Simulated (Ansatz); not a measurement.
The parent structure is ZnO in the wurtzite structure (space group P6_3mc, No. 186; a = 3.1869 Å, c = 5.1526 Å). Axes: x lies along a and z along c of the hexagonal cell.

One thing is altered: uniaxial strain ε_zz = −3.00 %, all other strain components held at zero, atoms relaxed at fixed cell.

Method: LDA, PAW, 420 eV (Ansatz, a first-principles code; without spin-orbit coupling).

Base, band edges from the VBM (valence, conduction): K -1.87, 7.47; H -1.37, 7.92; M -0.90, 5.88; L -1.50, 5.65; A -0.43, 3.49; Γ 0.00, 0.80 eV.

Question: Give the band edges at the high-symmetry points of the new zone, measured from its valence-band maximum.

Answer: 
| point | valence edge (eV) | conduction edge (eV) |
|---|---|---|
| Γ | 0.00 | 0.88 |
| M | -1.02 | 6.01 |
| K | -2.03 | 7.77 |
| A | -0.44 | 3.61 |
| L | -1.40 | 5.76 |
| H | -1.29 | 8.04 |

The gap is 0.88 eV, direct at Γ.

Gaps are read on the SCF mesh and a high-symmetry path. No phonon test of stability was made.
